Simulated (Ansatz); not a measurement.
Ge2Sb2Te5 (P-3m1, No. 164, 9 atoms in the cell; start mp-1224375) was calculated with PBEsol+SOC (Ansatz, an electronic-structure program, PAW).

Run with plane-wave cutoff 520 eV, 6×6×2 k mesh (along the axes of the cell as run), Fermi–Dirac smearing 0.01 eV, PAW data made under PBE.

Cell (relaxed with PBE-D3(BJ)):

```yaml
crystal:
  lattice:
    - [4.23288, 0.00000, 0.00000]
    - [-2.11644, 3.66579, 0.00000]
    - [0.00000, 0.00000, 16.83203]
  atoms:
    - { symbol: Ge, position: [0.33333, 0.66667, 0.89906] }
    - { symbol: Ge, position: [0.66667, 0.33333, 0.10094] }
    - { symbol: Sb, position: [0.00000, 0.00000, 0.68137] }
    - { symbol: Sb, position: [0.00000, 0.00000, 0.31863] }
    - { symbol: Te, position: [0.00000, 0.00000, 0.00000] }
    - { symbol: Te, position: [0.66667, 0.33333, 0.80044] }
    - { symbol: Te, position: [0.33333, 0.66667, 0.19956] }
    - { symbol: Te, position: [0.33333, 0.66667, 0.57871] }
    - { symbol: Te, position: [0.66667, 0.33333, 0.42129] }
```

Give the computed band gap.


* **band gap**: 0.20 eV (on the SCF k mesh)

Note: cell and atoms aren't relaxed at this level (largest force component 0.09 eV/Å, pressure -0.2 GPa).

The result took around 2.7 core-minutes (rough).

A start named mp-… is a Materials Project structure, which need not be a measured phase.
